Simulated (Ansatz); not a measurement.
Partial pair distribution functions of a relaxed model of amorphous Si₂₄O₄₈Au, broadened by 0.06 Å; density 2.36 g/cm³. These are PBE, scalar-relativistic without spin-orbit coupling (plane waves to 420 eV, PAW; Ansatz, a quantum-chemistry and plane-wave program) values and carry that method's errors. In the spin-polarised cell the level spacing at the Fermi energy can part levels of unlike spin.

Preparation: random packing, a CHGNet melt and quench, and a DFT relaxation. O atoms were pushed apart under 1.9 Å during the dynamics, to hinder bonds among them. The hot cell started wider than the set density and was brought back towards it in steps. It is the lowest in DFT energy of 2 quenches. It is a model cell: composition and starting density were chosen by hand, and all elements were melted together. No dispersion term was used. Its density started from a set value of 2.46 and ended at 2.36 g/cm³. The simulated quench (nominally 320 K/ps over its main leg) is rapid and tends to freeze in more defects than a deposited or slowly cooled glass has. A cell of this size samples the disorder only roughly. The volume was free in the relaxation, at fixed shape. Stress components on the final sampling reach 1.7 GPa.

```
r (Å)  g Si-O  g Si-Si  g O-O
-----  ------  -------  -----
1.35     0.00     0.00   0.00
1.45     0.32     0.00   0.00
1.55     7.59     0.00   0.00
1.65    16.34     0.00   0.00
1.75     3.90     0.00   0.00
1.85     0.29     0.00   0.00
1.95     0.01     0.00   0.00
2.05     0.00     0.00   0.00
2.15     0.00     0.00   0.00
2.25     0.00     0.00   0.04
2.35     0.00     0.14   0.21
2.45     0.00     0.68   0.65
2.55     0.00     0.22   3.60
2.65     0.00     0.01   5.66
2.75     0.00     0.09   3.81
2.85     0.00     1.29   1.44
2.95     0.03     4.03   0.57
3.05     0.32     4.84   0.48
3.15     0.59     3.70   0.58
3.25     0.80     1.30   0.52
3.35     0.82     0.12   0.49
3.45     0.99     0.00   0.70
3.55     1.34     0.00   0.65
3.65     1.56     0.01   0.79
3.75     1.49     0.16   0.88
3.85     1.32     0.31   0.81
3.95     1.60     0.60   0.73
4.05     2.00     0.78   0.60
4.15     1.89     0.50   0.51
4.25     1.77     0.90   0.68
4.35     1.22     0.79   0.69
4.45     0.76     0.87   0.71
4.55     0.71     1.44   0.87
4.65     0.67     1.29   1.08
4.75     0.65     0.84   1.36
4.85     0.74     1.19   1.48
4.95     0.75     1.31   1.62
5.05     0.73     1.42   1.82
5.15     0.72     1.52   1.54
5.25     0.74     1.65   1.19
```

Within 1.94 Å each Si has 4.00 O neighbours on average.
